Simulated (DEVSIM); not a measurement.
Structure: abrupt Si p-n junction, at 300 K.

```tsv
layer (left to right)	material	thickness (μm)	Nd (cm⁻³)	Na (cm⁻³)	τn (s)	τp (s)
1	Si	3.40	-	3e17	9.7e-5	9.7e-5
2	Si	24.0	1.9e14	-	9.7e-5	9.7e-5
```

Left contact: ohmic. Right contact: ohmic. Voltage is applied to the left contact. Recombination: SRH at mid-gap, Auger. Mobility is constant in doping.

Constants are typed, rounded textbook-type inputs, not results; the design itself was drawn at random and stands for no fabricated device. Values at 300 K.

```tsv
parameter	Si
gap (eV)	1.124
affinity (eV)	4.05
permittivity	11.7
Nc (cm⁻³)	2.86e19
Nv (cm⁻³)	3.1e19
μn (cm²/Vs)	1417
μp (cm²/Vs)	470
Cn (cm⁶/s)	2.8e-31
Cp (cm⁶/s)	9.9e-32
```

Model (solved in DEVSIM): 1D drift-diffusion, Boltzmann statistics, complete ionisation; no tunnelling, impact ionisation, image-force lowering or self-heating.

Give the dark forward current.


(V (V), J (A/cm²)): (0.05, 3.6e-9); (0.10, 2.7e-8); (0.15, 1.8e-7); (0.20, 1.2e-6); (0.30, 5.9e-5); (0.35, 0.00040); (0.40, 0.0027); (0.45, 0.018); (0.50, 0.10); (0.55, 0.44); (0.60, 1.5); (0.70, 13); (0.75, 30); (0.80, 61); (0.85, 100); (0.90, 160); (0.95, 210); (1.05, 310); (1.10, 360); (1.15, 400); (1.20, 430); (1.25, 470); (1.30, 500); (1.35, 520); (1.45, 580); (1.50, 600); (1.55, 630); (1.60, 650)
